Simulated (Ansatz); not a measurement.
System: PbI₂ (P6₃mc, No. 186, 12 atoms in the cell; start mp-567542). Method: LDA (PAW; Ansatz, a quantum-chemistry and plane-wave program).

Run with plane-wave cutoff 500 eV, 12×12×2 k mesh (along the axes of the cell as run), gaussian smearing 0.02 eV, scalar-relativistic PAW data made under PBE.

Cell (relaxed at this level):

Space group P6₃mc (No. 186); a = b = 4.466 Å, c = 27.229 Å, α = β = 90.00°, γ = 120.00°

```
atom  site  symmetry       x       y       z
----  ----  --------  ------  ------  ------
Pb      2b       3m.  0.6667  0.3333  0.2502
Pb      2b       3m.  0.6667  0.3333  0.4998
I       2b       3m.  0.3333  0.6667  0.1818
I       2a       3m.  0.0000  0.0000  0.3188
I       2a       3m.  0.0000  0.0000  0.0682
I       2b       3m.  0.3333  0.6667  0.4313
```

**Question.** Estimate the band gap that the calculation returns.

**Answer.** 
* **band gap**: 1.91 eV (on the SCF k mesh)

Note: the relaxation could not lower the start's symmetry, so the cell can be a saddle point above a distorted one.

Spin–orbit coupling is not included; with these elements it can move the gap by several tenths of an eV or more.

Computed values are for the static lattice.

It cost roughly 40 core-minutes of CPU time.

A start named mp-… is a Materials Project structure, which need not be a measured phase.
